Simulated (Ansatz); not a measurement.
Consider PbS in the rock salt structure (space group Fm-3m, No. 225; a = 5.903 Å).

All numbers come from PBEsol, PAW, 420 eV (Ansatz, a quantum-chemistry and plane-wave program; no SOC), earlier PAW set.

Base values:

```
Property    Result
--------  --------
Band gap   0.20 eV
Pressure  0.00 GPa
```

Perturbation: an isotropic linear strain of +0.90 %; the atoms relax in the strained cell.

What happens to the band gap?

The band gap goes up by 0.10 eV to 0.30 eV.

Predict the new pressure.

The pressure goes from zero to -1.52 GPa.

Spin-orbit coupling, missing from the scalar runs, can matter with Pb. Whether these cells are dynamically stable was not tested. A zero or small gap of PbS can be the functional's error rather than a property of the material.
